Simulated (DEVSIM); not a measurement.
System: Schottky contact on n-type GaP, at 300 K.

```tsv
layer (left to right)	material	thickness (μm)	Nd (cm⁻³)	τn (s)	τp (s)
1	GaP	4.60	4.1e16	1.5e-7	1.5e-7
```

Left contact: Schottky, work function 5.55 eV, emission velocity 5.8e6 cm/s. Right contact: ohmic. Voltage is applied to the left contact. Recombination: SRH at mid-gap. Mobility is μmin + (μ − μmin)/(1 + (N/Nref)^α).

Constants are typed, rounded textbook-type inputs, not results; the design itself was drawn at random and stands for no fabricated device. Values at 300 K.

```csv
parameter,GaP
gap (eV),2.26
affinity (eV),3.8
permittivity,11.1
Nc (cm⁻³),1.8e19
Nv (cm⁻³),1.9e19
μn (cm²/Vs),250
μp (cm²/Vs),150
"μn,min",10
"μp,min",10
"Nref,n",4.4e18
"Nref,p",1e18
αn,0.8
αp,0.85
```

DEVSIM, 1D drift-diffusion, Boltzmann statistics, complete ionisation; no tunnelling, impact ionisation, image-force lowering or self-heating. Metal contacts follow the ideal Schottky-Mott rule: no Fermi-level pinning, no interface dipoles.

The thickness of layer 1 was swept, all else fixed.

```
thickness of layer 1 (μm)  dark forward voltage at 100 A/cm² (V)
-------------------------  -------------------------------------
0.92                                                       1.460
1.6                                                        1.465
2.8                                                        1.473
4.6                                                        1.484
7.8                                                        1.502
14                                                    (withheld)
23                                                         1.596
```

Problem. Complete the blanks.

Solution. 
- 14, dark forward voltage at 100 A/cm² (V): 1.541
